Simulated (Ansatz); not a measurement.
The reference is Cs in the bcc (W type) structure (space group Im-3m, No. 229; a = 6.2649 Å).

Calculations: r2SCAN (Ansatz, a program for electronic structure, PAW, no SOC).

Before the change:

| Quantity | Result |
|---|---|
| Lattice parameter a | 6.265 Å |

Modification: every Cs is replaced by La, then cell and atoms are relaxed.

Task: How does this affect the lattice parameter a?

Result: The lattice parameter a shrinks by 2.019 Å to 4.246 Å.

Stability against distortions was not tested. For La in this form, whether it has been made was not checked. The final runs are not spin-polarised. This is not the structure that La has at room temperature and ambient pressure.
